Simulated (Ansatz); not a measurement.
A thermal frame of Li2S (antifluorite type), cell Li64S32, started from the crystal [in the run: it stayed crystalline]. Computed with r2SCAN (plane waves, PAW; Ansatz, an electronic-structure program).

```json
{
 "plane_wave_cutoff": "500 eV",
 "k-points": "Γ only",
 "spin": "not polarised; no spin-orbit coupling"
}
```

A check of the k-sampling: on the last frame of the same run a denser mesh moved the r2SCAN forces by 0.003 eV/Å rms, the static pressure by -0.03 GPa and the free energy by -2 meV/atom.

```xyz
96
Lattice="11.6671 0.0000 0.0000 0.0000 11.6671 0.0000 0.0000 0.0000 11.6671" Properties=species:S:1:pos:R:3:forces:R:3 pbc="T T T"
Li    1.4029    4.4021    4.3098   0.112   0.046  -0.871
Li    1.2951    1.3052    4.2311   0.093   0.438  -0.331
Li    1.6327    1.1840    1.2344  -0.166   0.813  -0.057
Li    1.3150    4.5067    1.4514  -0.073  -0.109  -0.103
Li    4.0123    4.2673    1.2209   0.444   0.580   0.141
Li    4.2148    1.6542    1.3776   0.231  -0.393   0.058
Li    3.8970    1.2827    4.4026   0.396   0.483  -0.393
Li    4.3363    4.4189    3.9100  -0.307   0.084   0.646
S    -0.0934    0.2092    0.0917  -0.419  -0.404  -0.755
S     0.0154    2.9643    2.7623  -0.254  -0.044   0.269
S     2.7700   -0.2039    2.7391  -0.284   0.690   0.611
S     2.9370    2.8919   -0.2773  -0.437  -0.205   0.557
Li    1.7779    4.6804   10.2061  -0.211  -0.456  -0.308
Li    1.1070    1.3343    9.8396   0.327   0.515   0.509
Li    1.3779    1.5737    7.1135   0.037   0.123  -0.046
Li    1.0869    4.4574    6.5934   0.498  -0.471   1.248
Li    4.1119    4.5685    7.2972   0.042  -0.481  -0.149
Li    4.4084    1.5517    7.1994  -0.715   0.316   0.166
Li    4.4600    1.2952   10.4269  -0.901   0.108  -0.934
Li    4.6305    3.9134   10.2497  -0.153   0.779  -0.029
S     0.0061    0.0436    5.6215  -1.052   0.050  -0.097
S     0.2220    3.0977    8.5109  -1.341   0.357   0.181
S     2.5832    0.0833    8.7163   0.777   0.046  -0.400
S     2.7105    2.9005    5.6284   0.210   0.295  -0.021
Li    0.9443   10.1080    3.8788   0.609   0.629   1.037
Li    1.0480    7.6129    4.2157   0.540  -0.410  -0.201
Li    1.3365    7.5882    1.5301   0.279  -0.491  -0.548
Li    0.9789   10.3734    1.5094   0.751  -0.208  -0.601
Li    4.6059   10.4090    1.8262  -1.084   0.832  -1.028
Li    4.3683    7.1869    1.4381  -0.104   0.288  -0.372
Li    4.0447    7.2560    4.2078   0.233   0.410   0.141
Li    4.0993   10.4736    4.9446  -0.153  -0.531  -1.228
S    -0.0052    5.9357    0.1017   0.045  -0.383  -1.037
S    -0.5012    8.8540    2.6027   0.819   0.176   1.018
S     2.6977    5.9609    2.7827   0.289  -0.401   0.243
S     2.8380    8.4240   -0.0835  -0.030   0.830  -0.423
Li    1.5980   10.0620    9.9976   0.038  -0.311   0.387
Li    1.3316    7.1330   10.0180   0.190   0.561   0.278
Li    1.5276    7.4818    6.9009  -0.434  -0.371   0.680
Li    1.2115   10.6317    7.2548  -0.233  -0.722  -0.140
Li    3.9777   10.4824    7.4242   0.407  -0.575   0.330
Li    4.0125    7.3059    7.0725   1.024   0.891  -0.303
Li    4.5665    7.0754   10.1543  -0.703   0.385  -0.398
Li    4.7169    9.6937   10.4723  -0.604   0.434   0.558
S    -0.0839    6.0599    5.5055  -0.062  -0.271   0.491
S    -0.3768    9.0788    8.5637   1.138  -0.049  -0.455
S     3.0388    6.1508    8.5595  -1.645  -0.847   0.702
S     2.6390    8.8411    5.5406   0.149   0.223   0.261
Li    7.2776    4.6268    4.4866  -0.151  -0.002  -0.460
Li    7.3515    1.7896    4.3284  -0.490  -0.211  -0.305
Li    7.0662    1.7643    1.5054   0.304  -0.487  -0.517
Li    7.1241    4.6203    1.2327   0.181  -0.393   0.327
Li   10.1157    4.5388    1.2292  -0.251  -0.261  -0.178
Li   10.0341    1.5691    1.7106   0.122   0.106  -0.570
Li   10.1414    1.6958    4.5586   0.467  -0.355  -0.456
Li   10.2290    4.4836    3.7769  -0.173   0.101   0.656
S     5.7782    0.1012    0.0093   0.324  -0.775   0.389
S     5.6367    3.1058    2.5789  -0.018   0.093   0.874
S     8.4686    0.2441    2.8451  -0.037   0.025   0.240
S     8.4835    2.9492   -0.0632   0.704   0.427  -0.220
Li    7.1402    4.3088    9.9921   0.388   0.116   0.222
Li    7.1454    1.3841   10.1782   0.185   0.397   0.123
Li    7.2085    1.4992    7.0409  -0.027   0.139   0.526
Li    7.0212    4.3645    7.0977   0.089  -0.117   0.249
Li   10.0933    4.4544    7.1942   0.315   0.321   0.043
Li    9.8846    1.6469    7.3664   0.718   0.047   0.149
Li   10.1920    1.5643   10.3426  -0.527   0.609   0.136
Li   10.1971    4.5975    9.9183   0.258  -0.071   0.417
S     5.6027    0.2735    5.7464   0.571  -0.534   0.152
S     5.7169    2.9187    8.5075   0.508  -0.053   0.324
S     8.7152    0.2685    8.8798  -0.347  -0.287  -0.880
S     8.8571    3.1591    5.7773  -1.111  -0.353  -0.141
Li    6.9919   10.1308    4.1566  -0.103   0.495   0.302
Li    7.2034    7.3662    4.6793  -0.509  -0.170  -0.901
Li    7.3803    7.4499    1.3594  -0.583  -0.351   0.390
Li    7.1910   10.3326    1.5317   0.092   0.036  -0.511
Li   10.1604   10.2064    1.0506  -0.717   0.216  -0.166
Li   10.3329    7.4559    1.1083  -0.857  -0.350  -0.237
Li   10.1438    7.2359    4.2843  -0.972   0.429  -0.659
Li    9.6290   10.3627    3.9657   0.531  -0.343   0.274
S     5.9074    5.8945   -0.1900  -0.152  -0.429  -0.044
S     5.6859    8.8987    2.7006   0.983  -1.649   1.130
S     8.5133    5.8995    2.8659   0.471   0.041   0.179
S     8.5314    8.6588   -0.1043   0.864   0.828  -0.303
Li    7.4197   10.2241   10.2454  -0.227   0.169  -0.189
Li    7.3827    7.2339    9.9362  -0.615   0.232   0.516
Li    7.4346    6.9589    7.2384  -1.198   1.264  -0.684
Li    6.9193   10.2842    7.3829   0.323  -0.018  -0.338
Li   10.0358   10.2890    6.7050   0.186   0.204   0.631
Li   10.3702    7.5334    7.0334  -0.424  -0.136   0.103
Li    9.8960    7.8282    9.7383  -0.108  -0.332   0.551
Li   10.3730   10.7398    9.9243   0.024  -0.423   0.030
S     5.5653    5.8948    5.9575   0.906  -0.087  -1.066
S     5.6842    8.8169    8.6507   0.454  -0.093  -0.157
S     8.7901    6.0326    8.5347   0.782  -1.050   0.456
S     8.4521    8.9699    5.6476   0.531  -0.221   0.313
```

Problem. At which temperature was this frame sampled?
(A) 1380 K
(B) 2340 K
(C) 480 K
(D) 810 K

Solution. D, 810 K. The rms force component is 0.51 eV/Å.
